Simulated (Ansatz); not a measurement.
Amorphous Si₁₄Zr₈O₄₄, 66 atoms at 3.29 g/cm³, one PBE-relaxed geometry, zone centre. Methods: PBE, scalar-relativistic without spin-orbit coupling (Ansatz, an electronic-structure program); r2SCAN, scalar-relativistic without spin-orbit coupling (Ansatz); HSE06, scalar-relativistic without spin-orbit coupling (Ansatz). Plane waves to 420 eV (r2SCAN 500 eV); exact exchange is cut at the cell's faces. At PBE the levels at both edges of the gap are localised (band-tail or defect states), and the nearest spread-out levels lie 4.5 eV apart at the zone centre. All rungs ran without spin polarisation.

The cell was made by melting and quenching with the CHGNet potential and then relaxed with DFT. O atoms were pushed apart under 1.9 Å during the dynamics, to hinder bonds among them. The hot cell started wider than the set density and was brought back towards it in steps. It is the lowest in DFT energy of 2 quenches. It is a model cell: composition and starting density were chosen by hand, and all elements were melted together. No dispersion term was used. Its density started from a set value of 3.32 and ended at 3.29 g/cm³. Cooling (nominally 310 K/ps over its main leg) ran many orders faster than in experiment, which tends to leave more defects and strain. One small periodic cell is one sample of the glass; other quenches scatter about these values. Volume and shape were free in the relaxation.

The relaxation ran on the zone centre alone. At PBE the gap between localised states is 3.94 eV on a 2×2×2 Γ-centred mesh, and the spacing at the zone centre alone 3.95 eV.

What zone-centre spacing does r2SCAN give, roughly?

4.42 eV (+0.48 eV against PBE).

What zone-centre spacing does HSE06 give, roughly?

5.59 eV (+1.65 eV against PBE).

The highest filled and the lowest empty state spread over these numbers of atoms (participation numbers): PBE: 4.5 and 5.1; r2SCAN: 4.3 and 4.4; HSE06: 4.5 and 5.1.
